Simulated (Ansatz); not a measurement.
## Response to strain in LiF

Consider LiF in the rock salt structure (space group Fm-3m, No. 225; a = 4.068 Å).

Strains are applied to the cell and any free atomic positions relax.

All numbers come from PBE (Ansatz, a program for electronic structure, PAW, spin-orbit coupling left out).

Candidates:
(a) isotropic strain +2.50 %
(b) isotropic strain −2.00 %
(c) isotropic strain +1.00 %
(d) isotropic strain −1.50 %

Base values:

The band gap comes out as 8.83 eV.

Q: Order them by band gap, highest first.

A: (b) isotropic strain −2.00 % (9.37 eV), (d) isotropic strain −1.50 % (9.23 eV), (c) isotropic strain +1.00 % (8.58 eV), (a) isotropic strain +2.50 % (8.22 eV)

Whether these cells are dynamically stable was not tested.
